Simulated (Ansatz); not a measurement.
The reference is AlP in the zinc blende structure (space group F-43m, No. 216; a = 5.4703 Å).

Levels (all Ansatz, a first-principles code, PAW, earlier PAW set): PBEsol (420 eV, no SOC); PBEsol+SOC (420 eV, with spin-orbit coupling).

The geometry is relaxed with PBEsol.

| Property | Result |
|---|---|
| PBEsol lowest conduction level above the VBM at special points | X 1.45 eV; K 2.32 eV; U 2.32 eV; L 2.71 eV |
| PBEsol smallest direct gap | 3.15 eV |
| PBEsol electron mass | 0.77 mₑ along k, 0.24 mₑ across (at X) |

Predict the lowest conduction level above the VBM at special points, smallest direct gap and electron mass from PBEsol+SOC.

The lowest conduction level above the VBM at special points becomes X 1.43 eV; K 2.30 eV; U 2.30 eV; L 2.69 eV (PBEsol: X 1.45 eV; K 2.32 eV; U 2.32 eV; L 2.71 eV); the smallest direct gap decreases by 0.02 eV, from 3.15 eV to 3.13 eV; the electron mass is still 0.77 mₑ along k, 0.24 mₑ across (at X). The threefold valence maximum splits by Δso ≈ 0.06 eV.

Single points use the geometry relaxed with PBEsol. Differences between runs with and without spin-orbit coupling are approximate. Masses are band curvatures over ±0.01 Å⁻¹ around the edge. Along k means along the line from Γ to the band edge. Stability against distortions was not tested.
